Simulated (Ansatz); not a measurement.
Worked example: zone-centre phonon calculation of Li₃In (P1, 4 atoms in the cell) in Ansatz (a program for electronic structure).

Computed with LDA (PW92), PAW files made with PBE (plane waves; Ansatz).

```
Li3In
1.0
    0.00000     3.29347     3.29347
    3.29347     0.00000     3.29347
    3.29347     3.29347     0.00000
Li In
3 1
Direct
  0.24302   0.25498   0.25146
  0.75561   0.74692   0.74587
  0.50309   0.49569   0.50352
  0.99827   0.00241   0.99915
```

Reference input (self-consistent single point, DFT, PBEsol, plane waves, PAW files made with PBE): basis.ecutwfc = 420 eV; kpoints.mp_grid.grid = 6 6 6; hamiltonian.xc = pbesol; hamiltonian.pseudopotentials = {kind: paw} (an earlier, softer set of the program's PAW files); scf.occupations.method = gaussian; scf.occupations.width = 0.136 eV. This run's input differs from it in these lines:

Ansatz 0.2 input:
```diff
@@ -17,3 +17,3 @@
 hamiltonian:
-  xc: pbesol
+  xc: lda
   pseudopotentials:
@@ -25,6 +25,4 @@
     width: 0.136
-output:
-  forces: true
-  eigenvalues: true
-  stress: true
+phonons:
+  method: dfpt
```

Output (repeated stretches shortened):

```
SCF iter   1: F=—  HF=-6063.823280 eV  |F-HF|=—  |Δ(HF+E_count)|=         —  Δρ=3.06e-2  dr2=1.25e0  ethr=3.10e-3  ⟨swp⟩=4.6  Hψ=7914  notcnv=0
all-band conjugate gradients solve this SCF's bands
preconditioner: auto → Kerker (q_TF=auto, 2.242 Å⁻¹)
SCF iter   2: F=—  HF=-6063.403501 eV  |F-HF|=—  |Δ(HF+E_count)|=   4.20e-1  Δρ=1.45e-2  dr2=2.91e-1  ethr=3.10e-3  ⟨swp⟩=2.0  Hψ=3906  notcnv=0  defer=17
   [... lines left out ...]
SCF iter   7: F=—  HF=-6063.291402 eV  |F-HF|=—  |Δ(HF+E_count)|=   2.15e-6  Δρ=8.47e-6  dr2=1.08e-7  ethr=7.61e-9  ⟨swp⟩=1.9  Hψ=1905  notcnv=0  defer=17
SCF iter   8: F=—  HF=-6063.291402 eV  |F-HF|=—  |Δ(HF+E_count)|=   3.67e-8  Δρ=2.50e-6  dr2=6.59e-9  ethr=4.93e-10  ⟨swp⟩=2.1  Hψ=2012  notcnv=0  defer=17
SCF iter   9: F=—  HF=-6063.291402 eV  |F-HF|=—  |Δ(HF+E_count)|=   1.25e-9  Δρ=4.85e-7  dr2=1.59e-10  ethr=3.00e-11  ⟨swp⟩=2.0  Hψ=2902  notcnv=0  defer=17
SCF iter  10: F=-6063.291402 eV  HF=-6063.291402 eV  |F-HF|=1.82e-12  |Δ(HF+E_count)|=  3.18e-11  Δρ=7.57e-8  dr2=3.69e-12  ethr=1.00e-12  ⟨swp⟩=6.2  Hψ=6755  notcnv=0
SCF 1 converged in 10 iterations: F = -6063.291402 eV  dr2 = 3.69e-12
DFPT response loops at Γ: preconditioner auto → Kerker (q_TF=auto, 2.242 Å⁻¹) (partly filled bands, converged f_vac=0.000) …
phonon interpolation: 4 periodic images of 4 blocks of the force constants (a block to an ordered pair of atoms and a translation) lie up to 5.27e-3 Å farther …
Free energy (F): -6063.291402 eV
Internal energy: -6063.267136 eV  (E = F + TS)
E sigma→0 (E₀):  -6063.279269 eV
Entropy (-TS):   -0.024266 eV (-6.066 meV/atom)
Fermi energy:    4.591717 eV
   [... lines left out ...]
  ASR residual: 1.559e-5 → 0.000e0 eV/Å²; symmetrization residual: 1.955e-6 eV/Å²
  ASR residual per site (eV/Å²): 3.23e-6 3.84e-6 4.10e-6 1.56e-5
  Γ frequencies (cm⁻¹): 0.00 0.00 0.00 189.84 194.75 196.96 298.40 304.77 307.57 345.06 346.36 350.08
  non-analytic LO–TO correction: not included (Born effective charges unavailable; polar crystals: no LO–TO splitting at Γ)
```

The run converged in 10 iterations. 

Summary of the result:
- Free energy E − TS (on the zero of these files): -6063.2914 eV
- Fermi level (on the code's own zero): 4.59 eV
- Zone-centre frequencies (cm⁻¹; negative means imaginary): 0, 0, 0, 190, 195, 197, 298, 305, 308, 345, 346, 350

The starting cell comes from a database of computed structures (which also holds hypothetical and non-ambient phases and stackings), without a prior relaxation at this level. Its atoms were displaced at random from the sites of space group no. 225.

Cost on one core of a shared machine: roughly 3 min.
